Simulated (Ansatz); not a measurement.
# LiF (P6₃mc, No. 186, 4 atoms in the cell; start mp-1185301; a measured phase of this formula has another space group)

Level of theory: LDA (plane waves, PAW; Ansatz, a first-principles code).

Run with plane-wave cutoff 520 eV, 12×12×8 k mesh (along the axes of the cell as run), Fermi–Dirac smearing 0.01 eV, scalar-relativistic PAW data made under PBE.

Cell (relaxed at this level):

```cif
data_F2Li2
_chemical_formula_sum 'Li2 F2'
_space_group_name_H-M_alt 'P 1'
_space_group_IT_number 1
_cell_length_a 3.03051
_cell_length_b 3.03051
_cell_length_c 4.65678
_cell_angle_alpha 90.000
_cell_angle_beta 90.000
_cell_angle_gamma 120.000
loop_
_space_group_symop_operation_xyz
  'x, y, z'
loop_
_atom_site_label
_atom_site_type_symbol
_atom_site_fract_x
_atom_site_fract_y
_atom_site_fract_z
_atom_site_occupancy
Li1 Li 0.33333 0.66667 0.38404 1
Li2 Li 0.66667 0.33333 0.88404 1
F1 F 0.33333 0.66667 0.99095 1
F2 F 0.66667 0.33333 0.49095 1
```

| Item | Result |
|---|---|
| band gap | 7.83 eV (on the SCF k mesh) |
| bulk modulus | 61.8 GPa |

Note: the relaxation could not lower the start's symmetry, so the cell can be a saddle point above a distorted one; the bulk modulus is −V dP/dV from two relaxed cells at ±2 % in volume.

Computed values are for the static lattice.

It cost roughly 24 core-seconds of CPU time.

A start named mp-… is a Materials Project structure, which need not be a measured phase.
